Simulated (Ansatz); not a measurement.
The structure below was relaxed with PBE (Ansatz, a first-principles code), no spin-orbit coupling, earlier PAW set.

Space group Fd-3m, origin choice 1 (No. 227); a = b = c = 6.656 Å, α = β = γ = 90.00°

```
atom  site  symmetry       x       y       z
----  ----  --------  ------  ------  ------
Sn      8a      -43m  0.0000  0.0000  0.0000
```

Write out a cell with all atoms.


```cif
data_Sn8
_chemical_formula_sum 'Sn8'
_space_group_name_H-M_alt 'P 1'
_space_group_IT_number 1
_cell_length_a 6.65640
_cell_length_b 6.65640
_cell_length_c 6.65640
_cell_angle_alpha 90.000
_cell_angle_beta 90.000
_cell_angle_gamma 90.000
loop_
_space_group_symop_operation_xyz
  'x, y, z'
loop_
_atom_site_label
_atom_site_type_symbol
_atom_site_fract_x
_atom_site_fract_y
_atom_site_fract_z
_atom_site_occupancy
Sn1 Sn 0.50000 0.00000 0.50000 1
Sn2 Sn 0.25000 0.25000 0.25000 1
Sn3 Sn 0.50000 0.50000 0.00000 1
Sn4 Sn 0.25000 0.75000 0.75000 1
Sn5 Sn 0.00000 0.00000 0.00000 1
Sn6 Sn 0.75000 0.25000 0.75000 1
Sn7 Sn 0.00000 0.50000 0.50000 1
Sn8 Sn 0.75000 0.75000 0.25000 1
```
This is the conventional cell.

No phonon test of stability was made. The cell was made from Si by this change: Si → Sn.
